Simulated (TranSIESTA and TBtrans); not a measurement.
Device: Cu point contact of 3 atoms in a row between two rods, one bond stretched by the factor 1.25. Leads: fcc Cu rod along [100], layers of 5 and 4 atoms, a = 3.63 Å. Geometry: as built, not relaxed. Transport runs along z; the first 18 and the last 18 of the 70 atoms are the lead cells, repeated to infinity.

```xyz
70
Lattice="13.634 0.000 0.000 0.000 13.634 0.000 0.000 0.000 34.353" Properties=species:S:1:pos:R:3 pbc="F F T"
Cu     6.817     6.817     0.000
Cu     9.384     6.817     0.000
Cu     6.817     9.384     0.000
Cu     4.250     6.817     0.000
Cu     6.817     4.250     0.000
Cu     8.100     8.100     1.815
Cu     5.533     8.100     1.815
Cu     8.100     5.533     1.815
Cu     5.533     5.533     1.815
Cu     6.817     6.817     3.630
Cu     9.384     6.817     3.630
Cu     6.817     9.384     3.630
Cu     4.250     6.817     3.630
Cu     6.817     4.250     3.630
Cu     8.100     8.100     5.445
Cu     5.533     8.100     5.445
Cu     8.100     5.533     5.445
Cu     5.533     5.533     5.445
Cu     6.817     6.817     7.260
Cu     9.384     6.817     7.260
Cu     6.817     9.384     7.260
Cu     4.250     6.817     7.260
Cu     6.817     4.250     7.260
Cu     8.100     8.100     9.075
Cu     5.533     8.100     9.075
Cu     8.100     5.533     9.075
Cu     5.533     5.533     9.075
Cu     6.817     6.817    10.890
Cu     9.384     6.817    10.890
Cu     6.817     9.384    10.890
Cu     4.250     6.817    10.890
Cu     6.817     4.250    10.890
Cu     8.100     8.100    12.705
Cu     5.533     8.100    12.705
Cu     8.100     5.533    12.705
Cu     5.533     5.533    12.705
Cu     6.817     6.817    14.520
Cu     6.817     6.817    16.881
Cu     6.817     6.817    19.833
Cu     8.100     8.100    21.648
Cu     5.533     8.100    21.648
Cu     8.100     5.533    21.648
Cu     5.533     5.533    21.648
Cu     6.817     6.817    23.463
Cu     9.384     6.817    23.463
Cu     6.817     9.384    23.463
Cu     4.250     6.817    23.463
Cu     6.817     4.250    23.463
Cu     8.100     8.100    25.278
Cu     5.533     8.100    25.278
Cu     8.100     5.533    25.278
Cu     5.533     5.533    25.278
Cu     6.817     6.817    27.093
Cu     9.384     6.817    27.093
Cu     6.817     9.384    27.093
Cu     4.250     6.817    27.093
Cu     6.817     4.250    27.093
Cu     8.100     8.100    28.908
Cu     5.533     8.100    28.908
Cu     8.100     5.533    28.908
Cu     5.533     5.533    28.908
Cu     6.817     6.817    30.723
Cu     9.384     6.817    30.723
Cu     6.817     9.384    30.723
Cu     4.250     6.817    30.723
Cu     6.817     4.250    30.723
Cu     8.100     8.100    32.538
Cu     5.533     8.100    32.538
Cu     8.100     5.533    32.538
Cu     5.533     5.533    32.538
```

Run with TranSIESTA and TBtrans (open boundaries, self-consistent; PseudoDojo norm-conserving potentials, scalar-relativistic): PAO.BasisSize SZP, PAO.EnergyShift 0.15 eV, XC.Authors PBE, Mesh.Cutoff 150 Ry, ElectronicTemperature 300 K, TS.Voltage 0.0 eV, TBT.Elecs.Eta 0.001 eV, no spin polarisation.

Energies count from the leads' Fermi level. Transmissions are for one spin of a degenerate pair. The energy step is 0.02 eV; narrower resonances are cut or missed.

```csv
E (eV),T
-0.20,0.702
-0.16,1.29
-0.12,0.940
-0.08,0.929
-0.04,0.936
0.00,0.944
0.04,0.967
0.08,0.975
0.12,0.970
0.16,0.957
0.20,0.941
```

### Question
Give the zero-bias conductance in μS and the resistance at 300 K.

### Answer
At the Fermi level T = 0.944. Averaged with −∂f/∂E over the full grid (kT = 25.9 meV) it is 0.948. With G0 = 2e²/h = 77.48 μS, G = 73.5 μS and R = 1/G = 13.6 kΩ.

### Question
The eigenchannels at the Fermi level transmit 0.905, 0.0194, 0.0194. What Fano factor of the shot noise follows at low temperature and bias?

### Answer
F = Σ τ(1 − τ)/Σ τ = 0.124/0.944 = 0.13.

The leads' channel count changes near 0.01 eV, within the thermal window, so values at the Fermi level hang on where that band edge falls.
